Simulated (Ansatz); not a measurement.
HfS₂ (model structure, started from the anatase type, I4₁/amd, No. 141, 6 atoms in the cell): lattice parameter c by level of theory

No measured value is used here.

```tsv
level (code)	value (Å)
PBE (Ansatz)	___
PBEsol (Ansatz)	10.851
PBE-D3(BJ) (Ansatz)	10.732
```

**Question.** Fill in the missing entries.

**Answer.** 
- PBE (Ansatz, an electronic-structure program), value (Å): 11.342

Density-functional levels without +SOC have no spin–orbit coupling. Ansatz's density-functional and Hartree–Fock values are scalar-relativistic unless marked +SOC, with PAW data made under PBE.

A model structure was made by putting elements into a prototype or built by hand; it is no filed structure, need not be a known phase, and can be a saddle point held by its symmetry.
